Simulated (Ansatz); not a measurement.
The starting structures come from a database of crystals and need not be the phases stable at ambient conditions.

Inside the gap of an insulator the Bloch states are evanescent, with a wavenumber k + iκ along the transport direction.

Consider the following.

```
HfK2F6
1.0
    6.19419     0.00000     0.00000
    0.00000     6.19419     0.00000
    3.09710    -3.09710     4.37995
K Hf F
2 1 6
Direct
  0.75000   0.75000   0.50000
  0.25000   0.25000   0.50000
  0.00000   0.00000   0.00000
  0.22866   0.77134   0.00000
  0.77134   0.22866   0.00000
  0.22866   0.22866   0.00000
  0.77134   0.77134   0.00000
  0.22866   0.77134   0.54268
  0.77134   0.22866   0.45732
```

Space group of this cell: Fm-3m. The cell is taken as given; by PBEsol its mean pressure is -1.4 GPa.

Transport runs along the normal of the first two printed cell vectors, the (001) plane of the conventional cell.

No gap correction and no spin-orbit coupling; mid-gap values are interpolated between computed energies.

Predict the band gap and the smallest decay constant κ at mid-gap from PBEsol run with Ansatz (an electronic-structure program).

Gap 6.82 eV on a 8×8×8 mesh; κ = 0.578 1/Å, at the zone centre.
